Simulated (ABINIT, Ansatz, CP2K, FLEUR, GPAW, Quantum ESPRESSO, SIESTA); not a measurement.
## One structure in several programs: Al3GaN4 (P-43m, 8 atoms in the cell)

Self-consistent single point.

```
CELL_PARAMETERS angstrom
      4.40144     0.00000     0.00000
      0.00000     4.40144     0.00000
      0.00000     0.00000     4.40144
ATOMIC_POSITIONS crystal
  Al 0.50000 0.50000 0.00000
  Al 0.00000 0.50000 0.50000
  Al 0.50000 0.00000 0.50000
  Ga 0.00000 0.00000 0.00000
  N  0.74416 0.74416 0.25584
  N  0.74416 0.25584 0.74416
  N  0.25584 0.25584 0.25584
  N  0.25584 0.74416 0.74416
```

All programs got the same cell, k-point mesh and kind of occupations (in Ansatz's words: kpoints.mp_grid.grid = 6 6 6; scf.occupations.method = fermi_dirac; scf.occupations.width = 0.0015 Ry); potentials, basis and cutoffs are each program's usual ones.

```csv
code,model,pressure (GPa),largest force (eV/Å),gap on the mesh (eV),k-points,cutoff
Ansatz,"LDA (PW92), PAW files made with PBE",-4.66,0.139,3.375,20,30.9 Ry
FLEUR,"LDA (Perdew-Zunger), all-electron FLAPW (FLEUR), scalar-relativistic valence",–,0.150,3.380,20,Kmax 4.5 1/bohr
Quantum ESPRESSO,"LDA (PW92), PseudoDojo standard norm-conserving (LDA) pseudopotentials",-5.22,0.108,3.393,20,85 Ry
GPAW,"LDA (Perdew-Wang 92), GPAW PAW datasets LDA (gpaw-data 1.0.1)",–,0.246,3.380,20,900 eV
ABINIT,"LDA (PW92), norm-conserving pseudopotentials (PseudoDojo nc-sr-04 LDA standard)",-5.22,0.109,3.393,20,42 Ha
CP2K,"LDA (Pade form), GPW, DZVP-MOLOPT-SR-GTH basis, GTH-PADE potentials (GTH_POTENTIALS)",-4.32,0.007,3.396,112,grid 600 Ry
SIESTA,"LDA PW92, numerical atomic orbitals DZP, PseudoDojo LDA standard norm-conserving potentials (rewritten from UPF to PSML)",-2.99,0.069,3.396,132,grid 300 Ry
```

A dash marks a value that a program does not give, or that is left out as unsure.

Gaps are read on the mesh.

The spread over the programs that give each value: pressure within 2.23 GPa; largest force within 0.239 eV/Å; gap on the mesh within 0.021 eV.

The starting cell comes from a database of computed structures (which also holds hypothetical and non-ambient phases and stackings), without a prior relaxation at this level. On Ansatz's run: In the base run, with a pressure of about -4 GPa the cell is away from its equilibrium volume at this level.

Task: Why do the programs differ, and what cannot be compared?

Result: Differences of this kind can come from the potentials, where these differ, and from what each basis and cutoff leave unconverged. The valence holds different numbers of electrons (Ansatz (an electronic-structure program) 42, FLEUR 42, Quantum ESPRESSO 42, GPAW 32, ABINIT 42, CP2K 42, SIESTA 42). The zero of total energies and Fermi levels follows the potentials and each program's conventions, so they are not compared here. CP2K and SIESTA use small atom-centred bases, whose incompleteness enters pressures, forces and empty levels differently from a plane-wave cutoff. FLEUR treats all electrons, but the usual bases taken here (sphere radii, linearisation, local orbitals, empty states) were not tested for convergence, so the values are no reference for the others. Ansatz's pressure is given at a fixed set of plane waves, as the other plane-wave codes print theirs; with its correction for the finite basis it is -4.29 GPa (the shift of 0.36 GPa shows how far the cutoff is from converged). Ansatz's smearing width was typed in Ry to four decimals, so it matches the others to a few per cent. The pressure of GPAW is left out: its cutoff lies under the one at which its stress was checked. The programs reduce the same mesh by symmetry to different extents, which changes the work and not the result. In the pressure, SIESTA (by 2.23) lies more than 1 GPa from the median of the plane-wave programs. In the force vectors, GPAW (by 0.354), CP2K (by 0.116) and SIESTA (by 0.178) lie more than 0.08 eV/Å from the median of the plane-wave programs.

Keys are those of Ansatz 0.2.
